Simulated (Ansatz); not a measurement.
L1₀ (CuAu-type) FePt was calculated with LDA (Ansatz, a first-principles code, PAW).

Numerical settings: plane-wave cutoff 520 eV, 20×20×16 k mesh (along the axes of the cell as run), Fermi–Dirac smearing 0.05 eV, spin-polarised with parallel moments, scalar-relativistic PAW data made under PBE.

Cell (relaxed at this level):

```cif
data_FePt
_chemical_formula_sum 'Fe1 Pt1'
_space_group_name_H-M_alt 'P 1'
_space_group_IT_number 1
_cell_length_a 2.66108
_cell_length_b 2.66108
_cell_length_c 3.67865
_cell_angle_alpha 90.000
_cell_angle_beta 90.000
_cell_angle_gamma 90.000
loop_
_space_group_symop_operation_xyz
  'x, y, z'
loop_
_atom_site_label
_atom_site_type_symbol
_atom_site_fract_x
_atom_site_fract_y
_atom_site_fract_z
_atom_site_occupancy
Fe1 Fe 0.00000 0.00000 0.00000 1
Pt1 Pt 0.50000 0.50000 0.50000 1
```
Starting moments (μB, in the order of the record's atoms Fe Pt): 3.0 0.0.

What does this level give for the bulk modulus B0, magnetic moment (largest site, within a sphere) and pressure derivative B′ of the bulk modulus?


- bulk modulus B0 = 253 GPa
- magnetic moment (largest site, within a sphere) = 2.75 μB
- pressure derivative B′ of the bulk modulus = 4.4

The run finds no gap.

Measured, for comparison: bulk modulus 208 GPa (room temperature, no zero-point or thermal correction; as tabulated in First-principles calculations on Fe-Pt nanoclusters of various morphologies). Computed (rounded) less measured: bulk modulus +22 %.

Note: the bulk modulus comes from volumes at which shape and atoms were relaxed.

Moments are spin moments.

Spin–orbit coupling is not included.

Computed values are for the static lattice.

Cost on a shared machine: roughly 16 core-minutes.
